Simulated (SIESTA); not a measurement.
**One base run on Y₂Pb₂O₇ (Fd-3m, 22 atoms in the cell) and variants with one or two settings moved**

Space group Fd-3m, origin choice 1 (No. 227); a = b = c = 10.6722 Å, α = β = γ = 90.00°

```csv
atom,site,symmetry,x,y,z
Y,16d,.-3m,0.6250,0.6250,0.6250
Pb,16c,.-3m,0.1250,0.1250,0.1250
O,48f,2.mm,0.0000,0.0000,0.2230
O,8b,-43m,0.5000,0.5000,0.5000
```
(The calculation used a cell of 22 atoms; values per cell refer to that cell.)

Base run A: GGA PBEsol, numerical atomic orbitals DZP, PseudoDojo PBEsol standard norm-conserving potentials (rewritten from UPF to PSML) in SIESTA 5.4.2, self-consistent single point.

Its settings: XC.functional = GGA; XC.authors = PBEsol; potentials = PseudoDojo PBEsol standard; PAO.BasisSize = DZP; PAO.EnergyShift = 0.01 Ry; MeshCutoff = 350 Ry; kgrid.MonkhorstPack = 3 3 3; OccupationFunction = FD; ElectronicTemperature = 10 K; MaxSCFIterations = 150; SCF.Mixer.Method = Pulay; SCF.Mixer.Weight = 0.25; SCF.Mixer.History = 6; SCF.DM.Tolerance = 1.0E-04.

The starting cell comes from a database of computed structures (which also holds hypothetical and non-ambient phases and stackings), without a prior relaxation at this level. Spin-orbit coupling is off. Values carry the incompleteness of an atom-centred basis.

ΔF is the free energy per atom less that of run A. A dash stands where there is no value to compare (another energy zero or no entropy term, no result, no spin, no clean gap, or a mesh too coarse for one). 

```csv
run,change,ΔF (meV/atom),pressure (GPa),largest force (eV/Å),gap on the mesh (eV)
A,base,0.00,0.37,0.559,1.068
B,ElectronicTemperature: 10 K → 300 meV,-3.0,0.68,0.592,–
C,lattice scaled by 0.985,16.2,8.58,0.755,1.289
D,SCF.DM.Tolerance: 1.0E-04 → 1.0E-06,0.00,0.37,0.559,1.068
E,MeshCutoff: 350 Ry → 200 Ry,-3.0,0.40,0.566,1.067
F,PAO.SplitNorm: default → 0.3,9.8,-0.02,0.523,1.068
G,MaxSCFIterations: 150 → 300; SCF.Mixer.Weight: 0.25 → 0.3,0.00,0.37,0.559,1.068
```

Run C against A: The free energy rises by 16.2 meV/atom, the pressure goes from 0.37 to 8.58 GPa, the largest force goes from 0.559 to 0.755 eV/Å and the gap on the mesh goes from 1.068 to 1.289 eV.

Run E against A: The free energy goes down by 3.0 meV/atom, the pressure moves little (0.37 to 0.40 GPa), the largest force hardly changes (0.559 to 0.566 eV/Å) and the gap on the mesh moves little (1.068 to 1.067 eV).

Run B against A: The free energy falls by 3.0 meV/atom, the pressure goes from 0.37 to 0.68 GPa and the largest force goes from 0.559 to 0.592 eV/Å.
